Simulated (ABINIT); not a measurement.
ABINIT 10.0.3, DFT, PBE, plane waves, JTH v2.0 PBE PAW: La2O3 (from the phase in space group 164, mp-1968) (O3La2), 5 atoms. Basis and mesh were picked for this test and aren't claimed converged.

```
Quantity                                                            Result
----------------------------------------  --------------------------------
cell                                      3.93, 3.93, 6.11 Å; 90, 90, 120°
task                                                                   scf
ecut                                                                 20 Ha
pawecutdg                                                            40 Ha
nband                                                                   24
k mesh (ngkpt)                                                       4×4×4
shiftk                                                               0×0×0
nstep                                                                  100
tolvrs                                                               1e-09
occopt                                                                   1
prtwf                                                                    0
prtden                                                                   0
paral_kgb                                                                1
ranks over k-points and spins (np_spkpt)                                 2
ranks over bands (npband)                                                1
ranks over FFT planes (npfft)                                            1
bands a rank in one block (bandpp)                                      24
wfoptalg                                                               114
nline                                                          4 (default)
kptopt                                                         1 (default)
k-points after symmetry                                                 13
bands                                                                   24
symmetry operations                                                     12
```

Settings of this run: diemac = 12, iprcel = 0, npulayit = 7, diemix = 0.2, iscf = 17, dielng = 1.07748; 2 ranks.

| iteration | deltaE (Ha) | residm | nres2 |
|---|---|---|---|
| 1 | -1.131E+02 | 4.656E-04 | 7.527E+01 |
| 2 | 1.522E-01 | 1.292E-04 | 1.827E+01 |
| 3 | 5.107E-02 | 1.204E-04 | 3.891E+00 |
| 4 | 1.451E-03 | 1.043E-04 | 1.748E+00 |
| 5 | 3.676E-03 | 2.548E-05 | 2.625E-01 |
| 6 | 1.300E-04 | 1.562E-05 | 6.723E-02 |
| 7 | -3.578E-04 | 1.172E-05 | 7.895E-02 |
| 8 | 1.320E-04 | 7.740E-06 | 5.739E-03 |
| 9 | -1.407E-05 | 2.891E-06 | 8.445E-04 |
| 10 | -3.930E-07 | 4.676E-06 | 8.940E-05 |
| 11 | -1.578E-06 | 1.590E-06 | 6.855E-06 |
| 12 | -1.657E-07 | 2.318E-06 | 3.384E-06 |
| 13 | -1.040E-07 | 8.409E-07 | 1.626E-06 |
| 14 | -5.009E-08 | 6.370E-07 | 7.913E-07 |
| 15 | -3.234E-08 | 4.307E-07 | 4.781E-07 |
| 16 | -2.065E-08 | 3.536E-07 | 3.065E-07 |
| 17 | -1.329E-08 | 3.655E-07 | 1.958E-07 |
| 18 | -8.521E-09 | 1.654E-07 | 1.260E-07 |
| 19 | -5.489E-09 | 2.851E-07 | 8.117E-08 |
| 20 | -3.543E-09 | 2.684E-07 | 5.212E-08 |
| 21 | -2.290E-09 | 2.770E-07 | 3.262E-08 |
| 22 | -1.474E-09 | 2.196E-07 | 2.091E-08 |
| 23 | -9.587E-10 | 3.474E-07 | 1.340E-08 |
| 24 | -6.206E-10 | 1.314E-07 | 8.604E-09 |
| 25 | -4.074E-10 | 3.191E-07 | 5.498E-09 |
| 26 | -2.661E-10 | 1.314E-07 | 3.508E-09 |
| 27 | -1.759E-10 | 4.363E-07 | 2.245E-09 |
| 28 | -1.162E-10 | 9.742E-08 | 1.437E-09 |
| 29 | -7.591E-11 | 3.520E-07 | 9.203E-10 |

It converged after 29 SCF iterations.

Problem. The cycle is slow. Which setting should be changed?

Solution. This is not unique; one that fits is diemix = 0.7 (default) (13 SCF iterations) or diemix = 1 (13 SCF iterations) or diemix = 0.4 (14 SCF iterations), all else kept. The first change moves the result by: energy under 0.001 meV/atom, forces (largest component) 0.0027 meV/Å, pressure under 0.001 GPa. Counts are of single runs.
